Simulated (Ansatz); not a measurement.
HfO2 (Pca2₁, No. 29, 12 atoms in the cell; start mp-685097; a measured phase of this formula has another space group), treated with r²SCAN in Ansatz (plane waves, PAW).

Input file:

Ansatz 0.2 input:
```yaml
crystal:
  lattice:
    - [5.2465059916, 0.0, 0.0]
    - [0.0, 5.0303972458, 0.0]
    - [0.0, 0.0, 5.0593041939]
  atoms:
    - { symbol: Hf, position: [0.0325013738, 0.2670280814, 0.2410811624] }
    - { symbol: Hf, position: [0.9674986262, 0.7329719186, 0.7410811624] }
    - { symbol: Hf, position: [0.4674986262, 0.2670280814, 0.7410811624] }
    - { symbol: Hf, position: [0.5325013738, 0.7329719186, 0.2410811624] }
    - { symbol: O, position: [0.3670497458, 0.0700126816, 0.3807671325] }
    - { symbol: O, position: [0.6329502542, 0.9299873184, 0.8807671325] }
    - { symbol: O, position: [0.1329502542, 0.0700126816, 0.8807671325] }
    - { symbol: O, position: [0.8670497458, 0.9299873184, 0.3807671325] }
    - { symbol: O, position: [0.7321734343, 0.4611135647, 0.4911517051] }
    - { symbol: O, position: [0.2678265657, 0.5388864353, 0.9911517051] }
    - { symbol: O, position: [0.7678265657, 0.4611135647, 0.9911517051] }
    - { symbol: O, position: [0.2321734343, 0.5388864353, 0.4911517051] }
basis:
  ecutwfc: 560
  ecutrho_ratio: 4
  xc_grid: 3
kpoints:
  mp_grid: { grid: [8, 8, 8] }
  band_path:
    path:
      - [0.0, 0.0, 0.0]
      - [0.1, 0.0, 0.0]
      - [0.2, 0.0, 0.0]
      - [0.3, 0.0, 0.0]
      - [0.4, 0.0, 0.0]
      - [0.5, 0.0, 0.0]
      - [0.5, 0.1, 0.0]
      - [0.5, 0.2, 0.0]
      - [0.5, 0.3, 0.0]
      - [0.5, 0.4, 0.0]
      - [0.5, 0.5, 0.0]
      - [0.4, 0.5, 0.0]
      - [0.3, 0.5, 0.0]
      - [0.2, 0.5, 0.0]
      - [0.1, 0.5, 0.0]
      - [0.0, 0.5, 0.0]
      - [0.0, 0.4, 0.0]
      - [0.0, 0.3, 0.0]
      - [0.0, 0.2, 0.0]
      - [0.0, 0.1, 0.0]
      - [0.0, 0.0, 0.1]
      - [0.0, 0.0, 0.2]
      - [0.0, 0.0, 0.3]
      - [0.0, 0.0, 0.4]
      - [0.0, 0.0, 0.5]
      - [0.1, 0.0, 0.5]
      - [0.2, 0.0, 0.5]
      - [0.3, 0.0, 0.5]
      - [0.4, 0.0, 0.5]
      - [0.5, 0.0, 0.5]
      - [0.5, 0.1, 0.5]
      - [0.5, 0.2, 0.5]
      - [0.5, 0.3, 0.5]
      - [0.5, 0.4, 0.5]
      - [0.5, 0.5, 0.5]
      - [0.4, 0.5, 0.5]
      - [0.3, 0.5, 0.5]
      - [0.2, 0.5, 0.5]
      - [0.1, 0.5, 0.5]
      - [0.0, 0.5, 0.5]
      - [0.0, 0.4, 0.5]
      - [0.0, 0.3, 0.5]
      - [0.0, 0.2, 0.5]
      - [0.0, 0.1, 0.5]
      - [0.5, 0.0, 0.1]
      - [0.5, 0.0, 0.2]
      - [0.5, 0.0, 0.3]
      - [0.5, 0.0, 0.4]
      - [0.0, 0.5, 0.1]
      - [0.0, 0.5, 0.2]
      - [0.0, 0.5, 0.3]
      - [0.0, 0.5, 0.4]
      - [0.5, 0.5, 0.1]
      - [0.5, 0.5, 0.2]
      - [0.5, 0.5, 0.3]
      - [0.5, 0.5, 0.4]
    npoints: 1
hamiltonian:
  xc: r2scan
  dispersion: none
  pseudopotentials: { kind: paw }
scf:
  occupations: { method: fermi_dirac, width: 0.01 }
  convergence: { dr2_threshold: 0.0000000012 }
output:
  forces: true
  stress: true
  eigenvalues: true
  write_bands: true
```

Excerpt of the program's output:

```
Crystal: 12 atoms, lattice volume = 133.525 Å³
Basis set: ecut = 560 eV, 3993 PW (Γ), exchange–correlation on 135×120×120 points (27 copies of the dense FFT grid, shifted against one another)
Bands: 92, of which v1, the nominal top of the filled ones, is band 76 counted from 1 (75 counted from 0)
Symmetry: 4 space group operations
Space group: Pca21 (ITA 29), of the structure as read, at distance tolerance 5.1e-5 Å
k-points: 125 of 512 (time reversal used)
Functional: x = r2scan, c = r2scan; τ floored in thin density (d = 2e-4 eV/Å³)
SCF iter   1: F=—  HF=-67505.305720 eV  |F-HF|=—  |Δ(HF+E_count)|=         —  Δρ=1.13e-2  dr2=1.45e-1  dr2_τ=8.35e-1
SCF iter   2: F=—  HF=-67505.508745 eV  |F-HF|=—  |Δ(HF+E_count)|=   2.03e-1  Δρ=5.94e-3  dr2=3.54e-2  dr2_τ=5.46e-3
  ...
SCF iter   9: F=—  HF=-67505.505383 eV  |F-HF|=—  |Δ(HF+E_count)|=   5.05e-9  Δρ=9.60e-7  dr2=1.15e-9  dr2_τ=1.48e-10
SCF iter  10: F=-67505.505383 eV  HF=-67505.505383 eV  |F-HF|=1.46e-10  |Δ(HF+E_count)|=  4.37e-11  Δρ=2.33e-7  dr2=6.71e-11  dr2_τ=7.67e-12
SCF 1 converged in 10 iterations: F = -67505.505383 eV  dr2 = 6.71e-11
SCF converged after 10 iterations
Free energy (F): -67505.505383 eV
Internal energy: -67505.505383 eV  (E = F + TS)
E sigma→0 (E₀):  -67505.505383 eV
Fermi energy:    17.021107 eV
--- Forces (eV/Å), atoms counted from 1 ---
  atom   1  Hf     0.00065360     0.00009325    -0.00003546
  atom   2  Hf    -0.00065360    -0.00009325    -0.00003546
  atom   3  Hf    -0.00065360     0.00009325    -0.00003546
  atom   4  Hf     0.00065360    -0.00009325    -0.00003546
  atom   5  O     -0.00062456     0.00035572     0.00019806
  atom   6  O      0.00062456    -0.00035572     0.00019806
  atom   7  O      0.00062456     0.00035572     0.00019806
  atom   8  O     -0.00062456    -0.00035572     0.00019806
  atom   9  O     -0.00044924    -0.00059926    -0.00021118
  atom  10  O      0.00044924     0.00059926    -0.00021118
  atom  11  O      0.00044924    -0.00059926    -0.00021118
  atom  12  O     -0.00044924     0.00059926    -0.00021118
--- Stress (GPa, compression-positive) ---
       -0.004578       0.000000       0.000000
        0.000000      -0.002678       0.000000
        0.000000       0.000000      -0.000642
  P = ⅓ Tr σ = -0.0026 GPa (-0.026 kbar)
```

The PAW data were made under PBE.

Computing time: about 8 core-minutes (a rough figure).

A start named mp-… is a Materials Project structure, which need not be a measured phase.

Ansatz is a program for electronic structure.
